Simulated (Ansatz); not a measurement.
A relaxation of the atoms of BaTiO3 (P4mm, 5 atoms in the cell) with Ansatz (a program for electronic structure).

Method: PBE (plane waves, PAW; Ansatz).

The change in words: one atom moved by 0.15 angstrom; relax: default → atoms; relax.f_tol: default → 0.001 eV/Å. Reference geometry:
```xyz
5
Lattice="3.9701 0.0000 0.0000 0.0000 3.9701 0.0000 0.0000 0.0000 4.0198" Properties=species:S:1:pos:R:3 pbc="T T T"
Ba     0.0000     0.0000     0.0000
Ti     1.9850     1.9850     2.0622
O      1.9850     1.9850     3.9273
O      0.0000     1.9850     1.9576
O      1.9850     0.0000     1.9576
```

Reference input (self-consistent single point, DFT, PBE, plane waves, default PAW files): basis.ecutwfc = 30.9 Ry; kpoints.mp_grid.grid = 6 6 6; hamiltonian.xc = pbe; hamiltonian.pseudopotentials = {kind: paw} (the program's default PAW files); scf.occupations.method = fermi_dirac; scf.occupations.width = 0.0015 Ry. This run's input differs from it in these lines:

```diff
@@ -6,3 +6,3 @@
   atoms:
-    - { symbol: Ba, position: [0.000000, 0.000000, 0.000000] }
+    - { symbol: Ba, position: [0.000000, 0.000000, 0.037315] }
     - { symbol: Ti, position: [0.500000, 0.500000, 0.513000] }
@@ -20,2 +20,4 @@
   occupations: { method: fermi_dirac, width: 0.0015 Ry }
+relax:
+  f_tol: 0.001
 output:
```

The program printed (abridged):

```
   [... SCF lines of the steps left out ...]
relax step   1: F+E_penalty+E_count = -10159.48964486 eV  Δ(F+E_penalty+E_count) = +0.000e0 eV  max|allowed force component| = 9.713e-1 eV/Å  Δτ_max = 0.0000 Å  (6 SCF iters, dr2 threshold 1.00e-7 eV, accepted)
relax step   2: F+E_penalty+E_count = -10159.52258002 eV  Δ(F+E_penalty+E_count) = -3.294e-2 eV  max|allowed force component| = 6.432e-1 eV/Å  Δτ_max = 0.1949 Å  (6 SCF iters, dr2 threshold 5.90e-5 eV, accepted)
   [... lines left out ...]
relax step   5: F+E_penalty+E_count = -10159.56204512 eV  Δ(F+E_penalty+E_count) = -2.032e-4 eV  max|allowed force component| = 9.557e-3 eV/Å  Δτ_max = 0.0038 Å  (6 SCF iters, dr2 threshold 2.74e-7 eV, accepted)
relax step   6: F+E_penalty+E_count = -10159.56205128 eV  Δ(F+E_penalty+E_count) = -6.157e-6 eV  max|allowed force component| = 1.950e-3 eV/Å  Δτ_max = 0.0009 Å  (6 SCF iters, dr2 threshold 5.71e-9 eV, accepted)
relax step   7: F+E_penalty+E_count = -10159.56205151 eV  Δ(F+E_penalty+E_count) = -2.309e-7 eV  max|allowed force component| = 1.301e-5 eV/Å  Δτ_max = 0.0001 Å  (6 SCF iters, accepted)
the relaxation is at rest under the 8 symmetry operations that the run kept from its start: a minimum is not shown …
Free energy (F): -10159.562052 eV
Internal energy: -10159.562052 eV  (E = F + TS)
E sigma→0 (E₀):  -10159.562052 eV
Fermi energy:    11.493360 eV
--- Forces (eV/Å), atoms counted from 1 ---
  atom   1  Ba     0.00000000    -0.00000000     0.00000617
  atom   2  Ti     0.00000000    -0.00000000    -0.00000101
  atom   3  O     -0.00000000    -0.00000000     0.00001149
  atom   4  O     -0.00000000     0.00000000    -0.00001212
  atom   5  O      0.00000000     0.00000000    -0.00001212
--- Stress (GPa, compression-positive) ---
        5.422982       0.000000       0.000000
   [... lines left out ...]
    - { symbol: Ti, position: [0.49999999999999994, 0.49999999999999994, 0.5230565406482497] }
    - { symbol: O, position: [0.49999999999999994, 0.49999999999999994, 0.9842167740788385] }
    - { symbol: O, position: [1.1225792501491411e-18, 0.49999999999999994, 0.492706374397662] }
    - { symbol: O, position: [0.49999999999999994, 1.0624013748461722e-33, 0.492706374397662] }
```

The run converged.  The full log also holds: “iter 5 did not close the SCF: its close was put off for the readings that it lacked (scf_convergence_deferred on its scf_iter line)”. The full log also holds: “iter 5 did not close the SCF: its close was put off for the readings that it lacked (scf_convergence_deferred on its scf_iter line)”.

Summary of the result:
- Free energy E − TS (on the zero of these files): -10159.5621 eV
- Top of the valence band (on the code's own zero): 10.55 eV
- Gap on the k-point mesh: 1.88 eV
- Pressure: 5.68 GPa
- Relaxation steps: 7

The starting cell has typed, rounded lattice constants, without a prior relaxation at this level. Its lattice was rescaled by up to half a per cent. For this run, on top of that: one atom moved by 0.15 angstrom. The relaxation keeps the symmetry of its start, so its end need not be a minimum. Ansatz's pressure includes its estimate of the finite-basis (Pulay) stress. Without the estimate this run gives 5.13 GPa.

Cost on one core of a shared machine: roughly 40 s.

Keys are those of Ansatz 0.2.
